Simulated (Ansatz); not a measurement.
Start from NaCl in the rock salt structure (space group Fm-3m, No. 225; a = 5.601 Å). Axes: x, y, z lie along the cube axes.

Method: Ansatz (a program for electronic structure), PBEsol, PAW, cutoff 420 eV, spin-orbit coupling left out.

Strains are applied to the cell and any free atomic positions relax; under biaxial strain the out-of-plane vector relaxes too.

One change was made to it. Results:

The shortest interatomic distance rises by 0.0137 Å to 2.814 Å; the valence-band top at Γ (three highest levels, from the VBM) goes from 0.00, 0.00, 0.00 eV to 0.00, -0.08, -0.08 eV; the energy goes up by 0.9 meV/atom.

Q: Which of these changes matches the shifts?
A) biaxial strain −1.67 %, plane normal [111], relaxed out of plane
B) biaxial strain +2.08 %, plane normal [111], relaxed out of plane
C) biaxial strain +1.25 %, plane normal [111], relaxed out of plane
D) biaxial strain +0.42 %, plane normal [111], relaxed out of plane
E) biaxial strain −1.25 %, plane normal [111], relaxed out of plane

A: C, biaxial strain +1.25 %, plane normal [111], relaxed out of plane. For comparison, the valence-band top at Γ in the other runs: biaxial strain +0.42 %, plane normal [111], relaxed out of plane gives 0.00, -0.03, -0.03 eV; biaxial strain −1.67 %, plane normal [111], relaxed out of plane gives 0.00, 0.00, -0.13 eV; biaxial strain −1.25 %, plane normal [111], relaxed out of plane gives 0.00, 0.00, -0.09 eV; biaxial strain +2.08 %, plane normal [111], relaxed out of plane gives 0.00, -0.14, -0.14 eV.

The levels and masses belong to the bands next to the band gap. Stability against distortions was not tested.
